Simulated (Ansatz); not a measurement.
Density of states of Li2O2 (P6_3/mmc) above the conduction band minimum, PBEsol, rigid bands in Ansatz (a first-principles code); cell volume 63.9 Å³.

```json
[
 {"energy from edge (eV)": "0.006", "10⁻³ states/eV/cell": "49.3"},
 {"energy from edge (eV)": "0.031", "10⁻³ states/eV/cell": "114"},
 {"energy from edge (eV)": "0.056", "10⁻³ states/eV/cell": "161"},
 {"energy from edge (eV)": "0.081", "10⁻³ states/eV/cell": "198"},
 {"energy from edge (eV)": "0.106", "10⁻³ states/eV/cell": "236"},
 {"energy from edge (eV)": "0.131", "10⁻³ states/eV/cell": "273"},
 {"energy from edge (eV)": "0.156", "10⁻³ states/eV/cell": "309"},
 {"energy from edge (eV)": "0.181", "10⁻³ states/eV/cell": "350"},
 {"energy from edge (eV)": "0.206", "10⁻³ states/eV/cell": "386"},
 {"energy from edge (eV)": "0.231", "10⁻³ states/eV/cell": "429"},
 {"energy from edge (eV)": "0.256", "10⁻³ states/eV/cell": "463"},
 {"energy from edge (eV)": "0.281", "10⁻³ states/eV/cell": "509"},
 {"energy from edge (eV)": "0.319", "10⁻³ states/eV/cell": "571"},
 {"energy from edge (eV)": "0.344", "10⁻³ states/eV/cell": "623"},
 {"energy from edge (eV)": "0.369", "10⁻³ states/eV/cell": "664"},
 {"energy from edge (eV)": "0.394", "10⁻³ states/eV/cell": "708"},
 {"energy from edge (eV)": "0.419", "10⁻³ states/eV/cell": "757"},
 {"energy from edge (eV)": "0.444", "10⁻³ states/eV/cell": "818"},
 {"energy from edge (eV)": "0.469", "10⁻³ states/eV/cell": "868"},
 {"energy from edge (eV)": "0.494", "10⁻³ states/eV/cell": "916"},
 {"energy from edge (eV)": "0.519", "10⁻³ states/eV/cell": "991"},
 {"energy from edge (eV)": "0.544", "10⁻³ states/eV/cell": "1040"},
 {"energy from edge (eV)": "0.569", "10⁻³ states/eV/cell": "1110"},
 {"energy from edge (eV)": "0.594", "10⁻³ states/eV/cell": "1170"}
]
```

Q: What effective density of states at 300 K does this give (∫ g(E) exp(−E/k_BT) dE, both spins, divided by the cell's size)?

A: 3.9e19 cm⁻³, a density-of-states mass of 1.33 mₑ, valleys and band degeneracy included.

Spin-orbit coupling is left out. Geometry: cell and atoms relaxed with PBEsol.

Formula and space group known from diffraction (Crystallography Open Database), not checked to be the room-temperature form: Li2O2 (P6_3/mmc).
